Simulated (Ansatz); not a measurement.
SrZrO3 (I4/mcm, No. 140, 10 atoms in the cell; start mp-5076; a measured phase of this formula has another space group) was calculated with HSE06 in Ansatz (PAW).

Settings: plane-wave cutoff 500 eV, 6×6×6 k mesh, gaussian smearing 0.02 eV, scalar-relativistic PAW data made under PBE.

Cell (relaxed with PBEsol):

```yaml
crystal:
  lattice:
    - [-2.86815, 2.86815, 4.16177]
    - [2.86815, -2.86815, 4.16177]
    - [2.86815, 2.86815, -4.16177]
  atoms:
    - { symbol: Sr, position: [0.75000, 0.25000, 0.50000] }
    - { symbol: Sr, position: [0.25000, 0.75000, 0.50000] }
    - { symbol: Zr, position: [0.00000, 0.00000, 0.00000] }
    - { symbol: Zr, position: [0.50000, 0.50000, 0.00000] }
    - { symbol: O, position: [0.18933, 0.68933, 0.87866] }
    - { symbol: O, position: [0.81067, 0.31067, 0.12134] }
    - { symbol: O, position: [0.68933, 0.81067, 0.50000] }
    - { symbol: O, position: [0.31067, 0.18933, 0.50000] }
    - { symbol: O, position: [0.25000, 0.25000, 0.00000] }
    - { symbol: O, position: [0.75000, 0.75000, 0.00000] }
```

### Question
Give the computed band gap.

### Answer

- band gap = 5.30 eV (on the SCF k mesh)

Note: cell and atoms aren't relaxed at this level (pressure 1.1 GPa).

Spin–orbit coupling is not included.

Static lattice: no zero-point or thermal effects.

Cost on a shared machine: very roughly 7 core-minutes.

A start named mp-… is a Materials Project structure, which need not be a measured phase.

Ansatz is an electronic-structure program.
